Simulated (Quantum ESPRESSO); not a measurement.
A self-consistent single point of IrRu3 (P6_3/mmc, 8 atoms in the cell) with Quantum ESPRESSO.

Level of theory: LDA (PZ), GBRV 1.5 ultrasoft (LDA) pseudopotentials (plane waves; Quantum ESPRESSO).

```
IrRu3
1.0
    5.30417     0.00000     0.00000
   -2.65209     4.59355     0.00000
    0.00000     0.00000     4.21235
Ru Ir
6 2
Direct
  0.16581   0.33162   0.25000
  0.83419   0.66838   0.75000
  0.83419   0.16581   0.75000
  0.16581   0.83419   0.25000
  0.66838   0.83419   0.25000
  0.33162   0.16581   0.75000
  0.33333   0.66667   0.75000
  0.66667   0.33333   0.25000
```

Reference input (self-consistent single point, DFT, PBEsol, plane waves, GBRV 1.5 ultrasoft (PBESOL) pseudopotentials): ecutwfc = 40 Ry; ecutrho = 320 Ry; occupations = smearing; smearing = gauss; degauss = 0.019992 Ry; potentials = {Ru: ru_pbesol_v1.2.uspp.F.UPF, Ir: ir_pbesol_v1.2.uspp.F.UPF}; K_POINTS = automatic 5 5 5 0 0 0; conv_thr = 1e-11 Ry. This run's input differs from it in these lines:

```diff
@@ -22,4 +22,4 @@
 ATOMIC_SPECIES
-Ru   101.0700  ru_pbesol_v1.2.uspp.F.UPF
-Ir   192.2170  ir_pbesol_v1.2.uspp.F.UPF
+Ru   101.0700  ru_lda_v1.2.uspp.F.UPF
+Ir   192.2170  ir_lda_v1.2.uspp.F.UPF
 ATOMIC_POSITIONS {crystal}
```

Output (repeated stretches shortened):

```
     Self-consistent Calculation

     iteration #  1     ecut=    40.00 Ry     beta= 0.70

     negative rho (up, down):  9.238E-01 0.000E+00

     total energy              =   -1525.65703678 Ry
     estimated scf accuracy    <      10.56518476 Ry

     iteration #  2     ecut=    40.00 Ry     beta= 0.70

     negative rho (up, down):  1.015E+00 0.000E+00

     total energy              =   -1526.06541627 Ry
     estimated scf accuracy    <      22.46625620 Ry

     iteration #  3     ecut=    40.00 Ry     beta= 0.70

     negative rho (up, down):  9.983E-01 0.000E+00

     total energy              =   -1529.04506588 Ry
     estimated scf accuracy    <       6.88938855 Ry

   [... 11 blocks of this kind left out ...]

     iteration # 15     ecut=    40.00 Ry     beta= 0.70

     negative rho (up, down):  1.010E+00 0.000E+00

     total energy              =   -1530.43704384 Ry
     estimated scf accuracy    <          2.7E-10 Ry

     iteration # 16     ecut=    40.00 Ry     beta= 0.70

     negative rho (up, down):  1.010E+00 0.000E+00
     End of self-consistent calculation

   [... 7 lines left out ...]

   [... 7 lines left out ...]

     the Fermi energy is    25.8506 ev

!    total energy              =   -1530.43704384 Ry
     estimated scf accuracy    <          4.3E-12 Ry
     smearing contrib. (-TS)   =      -0.01676179 Ry
     internal energy E=F+TS    =   -1530.42028205 Ry

     convergence has been achieved in  16 iterations

     negative rho (up, down):  1.010E+00 0.000E+00

     Forces acting on atoms (cartesian axes, Ry/au):

     atom    1 type  1   force =    -0.00000000   -0.00172590    0.00000000
     atom    2 type  1   force =     0.00000000    0.00172590    0.00000000
     atom    3 type  1   force =     0.00149467   -0.00086295    0.00000000
     atom    4 type  1   force =    -0.00149467    0.00086295   -0.00000000
   [... lines left out ...]
     Total force =     0.004228     Total SCF correction =     0.000012
   [... lines left out ...]

     negative rho (up, down):  1.010E+00 0.000E+00
          total   stress  (Ry/bohr**3)                   (kbar)     P=      135.89
   0.00099055  -0.00000000   0.00000000          145.71       -0.00        0.00
  -0.00000000   0.00099055   0.00000000           -0.00      145.71        0.00
   0.00000000   0.00000000   0.00079026            0.00        0.00      116.25

   JOB DONE.
```

The run converged in 16 iterations. Against the reference run the pressure goes from 19.82 to 13.59 GPa and the largest force hardly changes (0.041 to 0.044 eV/Å).

The starting cell comes from a database of computed structures (which also holds hypothetical and non-ambient phases and stackings), without a prior relaxation at this level. Its lattice was rescaled by a random factor within 2.5 % of one. Spin polarisation is off. With a pressure of about 14 GPa the cell is away from its equilibrium volume at this level.

Cost on one core of a shared machine: roughly 3 min.
